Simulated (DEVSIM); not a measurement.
Structure: abrupt Si p-n junction, at 350 K.

| layer (left to right) | material | thickness (μm) | Nd (cm⁻³) | Na (cm⁻³) | τn (s) | τp (s) |
|---|---|---|---|---|---|---|
| 1 | Si | 40.0 | - | 5.2e17 | 0.0003 | 0.0003 |
| 2 | Si | 0.780 | 1.9e15 | - | 0.0003 | 0.0003 |

Left contact: ohmic. Right contact: ohmic. Voltage is applied to the left contact. Recombination: SRH at mid-gap, radiative. Mobility is constant in doping.

Constants are typed, rounded textbook-type inputs, not results; the design itself was drawn at random and stands for no fabricated device. Values at 300 K; Nc and Nv go as T^1.5, mobilities as T to minus their exponent, the gap by Varshni's rule with the affinity fixed.

| parameter | Si |
|---|---|
| gap (eV) | 1.124 |
| affinity (eV) | 4.05 |
| permittivity | 11.7 |
| Nc (cm⁻³) | 2.86e19 |
| Nv (cm⁻³) | 3.1e19 |
| μn (cm²/Vs) | 1417 |
| μp (cm²/Vs) | 470 |
| T exponent of μn | 2.3 |
| T exponent of μp | 2.2 |
| B (cm³/s) | 4.7e-15 |
| Varshni α (eV/K) | 0.000473 |
| Varshni β (K) | 636 |

Model (solved in DEVSIM): 1D drift-diffusion, Boltzmann statistics, complete ionisation; no tunnelling, impact ionisation, image-force lowering or self-heating.

The thickness of layer 1 was swept, all else fixed.

```json
[
 {"thickness of layer 1 (μm)": "8", "dark forward voltage at 100 A/cm² (V)": "0.560"},
 {"thickness of layer 1 (μm)": "14", "dark forward voltage at 100 A/cm² (V)": "0.562"},
 {"thickness of layer 1 (μm)": "24", "dark forward voltage at 100 A/cm² (V)": "0.566"},
 {"thickness of layer 1 (μm)": "40", "dark forward voltage at 100 A/cm² (V)": "0.572"},
 {"thickness of layer 1 (μm)": "68", "dark forward voltage at 100 A/cm² (V)": "0.583"},
 {"thickness of layer 1 (μm)": "120", "dark forward voltage at 100 A/cm² (V)": "0.599"},
 {"thickness of layer 1 (μm)": "200", "dark forward voltage at 100 A/cm² (V)": "0.630"}
]
```

From the first row to the last the dark forward voltage at 100 A/cm² goes from 0.560 to 0.630.
